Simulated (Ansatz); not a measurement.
# Effect of 1 layer on Be

Base system: Be in the hcp (Mg type) structure (space group P6_3/mmc, No. 194; a = 2.263 Å, c = 3.563 Å). Axes: x lies along a and z along c of the hexagonal cell.

Modification: a free-standing slab of 1 layer (1 atom, 1 a layer) is cut normal to the z axis, with 15 Å of vacuum and the in-plane cell held at bulk; forces were under the threshold from the start, so the atoms kept their bulk positions.

Level of theory: Ansatz (a quantum-chemistry and plane-wave program) r2SCAN, no SOC, earlier PAW set. Settings: 23×23×1 k-points, 0.05 eV Fermi–Dirac smearing, for the changed cell.

- Layer's space group (with vacuum): P6/mmm (No. 191)
- Shortest interatomic distance: 2.263 Å (base 2.209 Å)
- Band gap: zero (base zero)

No phonon test of stability was made.
